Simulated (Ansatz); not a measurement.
Levels about the gap of amorphous Si$_{30}$N$_{40}$Ag (71 atoms in a cell of 807 Å³, 3.11 g/cm³; zone centre alone, so wide bands show as single levels with stretches between that a denser mesh fills), at the geometry that PBE relaxed, where it gives 4.9 GPa on a denser mesh. Exact exchange is cut at the faces of this small cell, which leaves a finite-size error. The participation number counts the atoms over which a state spreads; weights are charges in smoothed Voronoi cells. The levels come from a single point, so bond lengths are those of that geometry. Method of the levels: HSE06, scalar-relativistic without spin-orbit coupling (Ansatz, a quantum-chemistry and plane-wave program). Sampling: the zone centre alone; Fermi-Dirac width 0.01 eV; collinear spin, started from moments on atoms (at the end a net moment of 1.0 μB). In the spin-polarised cell the level spacing at the Fermi energy can part levels of unlike spin. At PBE the levels at the filled edge of the gap are localised (band-tail or defect states), and the nearest spread-out levels lie 2.3 eV apart at the zone centre.

It comes from a melt-quench run on a machine-learned potential (CHGNet), relaxed afterwards by DFT. N atoms were pushed apart under 1.9 Å during the dynamics, to hinder bonds among them. The hot cell started wider than the set density and was brought back towards it in steps. It is the lowest in DFT energy of 2 quenches. It is a model cell: composition and starting density were chosen by hand, and all elements were melted together. No dispersion term was used. Its density started from a set value of 3.11 and ended at 3.11 g/cm³. Cooling (nominally 300 K/ps over its main leg) ran many orders faster than in experiment, which tends to leave more defects and strain. One small periodic cell is one sample of the glass; other quenches scatter about these values. The volume was held where the preparation left it, at a PBE pressure of 4.9 GPa. Stress components on the final sampling reach 6.3 GPa.

```json
[
 {"E - E(highest filled), eV": "-1.54", "filling": "filled", "spin": "up", "participation number": "12.7", "largest on": "Ag, 2 neighbours", "weight N": "0.77", "weight Si": "0.09", "weight Ag": "0.14"},
 {"E - E(highest filled), eV": "-1.53", "filling": "filled", "spin": "dn", "participation number": "12.4", "largest on": "N, 2 neighbours", "weight N": "0.78", "weight Si": "0.09", "weight Ag": "0.13"},
 {"E - E(highest filled), eV": "-1.34", "filling": "filled", "spin": "up", "participation number": "8.6", "largest on": "N, 3 neighbours", "weight N": "0.89", "weight Si": "0.10", "weight Ag": "0.01"},
 {"E - E(highest filled), eV": "-1.33", "filling": "filled", "spin": "dn", "participation number": "8.8", "largest on": "N, 3 neighbours", "weight N": "0.89", "weight Si": "0.10", "weight Ag": "0.01"},
 {"E - E(highest filled), eV": "-1.31", "filling": "filled", "spin": "up", "participation number": "6.5", "largest on": "N, 3 neighbours", "weight N": "0.83", "weight Si": "0.10", "weight Ag": "0.07"},
 {"E - E(highest filled), eV": "-1.30", "filling": "filled", "spin": "dn", "participation number": "6.5", "largest on": "N, 3 neighbours", "weight N": "0.83", "weight Si": "0.10", "weight Ag": "0.07"},
 {"E - E(highest filled), eV": "0.00", "filling": "filled", "spin": "up", "participation number": "5.0", "largest on": "Si, 3 neighbours", "weight N": "0.46", "weight Si": "0.54", "weight Ag": "0.00"},
 {"E - E(highest filled), eV": "2.37", "filling": "empty", "spin": "dn", "participation number": "15.8", "largest on": "Si, 3 neighbours", "weight N": "0.46", "weight Si": "0.51", "weight Ag": "0.03"},
 {"E - E(highest filled), eV": "2.58", "filling": "empty", "spin": "up", "participation number": "37.3", "largest on": "Ag, 2 neighbours", "weight N": "0.50", "weight Si": "0.42", "weight Ag": "0.08"},
 {"E - E(highest filled), eV": "2.76", "filling": "empty", "spin": "dn", "participation number": "17.9", "largest on": "Si, 3 neighbours", "weight N": "0.44", "weight Si": "0.52", "weight Ag": "0.04"},
 {"E - E(highest filled), eV": "3.14", "filling": "empty", "spin": "up", "participation number": "42.5", "largest on": "Si, 4 neighbours", "weight N": "0.46", "weight Si": "0.50", "weight Ag": "0.04"},
 {"E - E(highest filled), eV": "3.15", "filling": "empty", "spin": "dn", "participation number": "42.2", "largest on": "Si, 4 neighbours", "weight N": "0.46", "weight Si": "0.50", "weight Ag": "0.03"},
 {"E - E(highest filled), eV": "3.26", "filling": "empty", "spin": "up", "participation number": "30.8", "largest on": "Si, 4 neighbours", "weight N": "0.45", "weight Si": "0.53", "weight Ag": "0.03"},
 {"E - E(highest filled), eV": "3.26", "filling": "empty", "spin": "dn", "participation number": "31.1", "largest on": "Si, 4 neighbours", "weight N": "0.44", "weight Si": "0.53", "weight Ag": "0.03"}
]
```

Most localised among these is the filled level at +0.00 eV, on a Si atom, which has 3 neighbours (N 1.69 Å, N 1.72 Å, N 1.75 Å).
